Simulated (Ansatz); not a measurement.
# SnSe: Se on a Sn site (antisite)

The reference is a 16-atom supercell of SnSe in the GeS type structure (space group Pnma, No. 62; a = 11.536 Å, b = 4.121 Å, c = 4.578 Å; layered, stacked along the Cartesian x axis) at its relaxed geometry.

Now apply this change: a neutral Se on a Sn site (antisite), atoms relaxed at fixed cell, starting from a slightly rattled geometry.

Computed with r2SCAN+rVV10 in Ansatz (plane waves to 500 eV, PAW, no spin-orbit coupling). Γ-centred 2×4×4 mesh, Fermi–Dirac width 0.01 eV.

| quantity | base | changed | shift |
|---|---|---|---|
| largest displacement of a host atom from its site in the perfect cell | – | 0.29 Å | – |
| shift of the substituted atom off its lattice site | – | 0.48 Å | – |

Final structure:

```xyz
16
Lattice="11.5358 0.0000 0.0000 0.0000 4.1209 -4.5782 0.0000 4.1209 4.5782" Properties=species:S:1:pos:R:3 pbc="T T T"
Se     1.2486     1.3523     0.8149
Sn     1.3584     5.2848     0.5047
Sn     4.5519     3.0160     2.8164
Sn     4.3531     2.9987    -1.7751
Sn    10.1821     7.1956    -0.5736
Sn    10.1854     3.1151    -0.5377
Sn     6.9987     5.1526    -2.9664
Sn     7.1746     5.1434     1.7322
Se     9.7566     5.1686    -2.4080
Se     9.8839     5.1618     2.2064
Se     7.4908     7.1845    -0.1167
Se     7.4452     3.1024    -0.1294
Se     1.7272     3.1064     2.2715
Se     1.6346     2.9060    -2.0301
Se     4.2309     0.9222     0.0277
Se     4.0720     5.1210     0.0475
```

The magnetic state is the one reached from the starting moments; the real material's order can differ, and small cells can't hold many antiferromagnetic ones. The cell is small, so the values are those of an ordered compound at a high defect concentration; dilute-limit values will differ. Starting moments died away, wholly or in part, for Se on a Sn site (antisite); another magnetic solution may exist. The defect cell is spin-polarised and ends with 0.0 μB.

Ansatz is an electronic-structure program.
